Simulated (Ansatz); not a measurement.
For SiRh (model structure, started from the WC type, P-6m2, No. 187, 2 atoms in the cell), PBEsol in Ansatz (PAW) gives:

| Quantity | Result |
|---|---|
| lattice parameter a | 3.496 Å |
| c axis length | 2.720 Å |

Question: What does PBE-D3(BJ) (PAW; Ansatz, a program for electronic structure) give for the same quantities?

Answer: 
- lattice constant a: 3.491 Å (shrinks by 0.1 %)
- lattice parameter c: 2.726 Å (goes up by 0.2 %)

Changes are worked out from the printed values.

Unless a cell is named, each level is at its own relaxed cell (PBEsol 14.39, PBE-D3(BJ) 14.38 Å³/atom).

Ansatz's density-functional and Hartree–Fock values are scalar-relativistic unless marked +SOC, with PAW data made under PBE.

A model structure was made by putting elements into a prototype or built by hand; it is no filed structure, need not be a known phase, and can be a saddle point held by its symmetry.
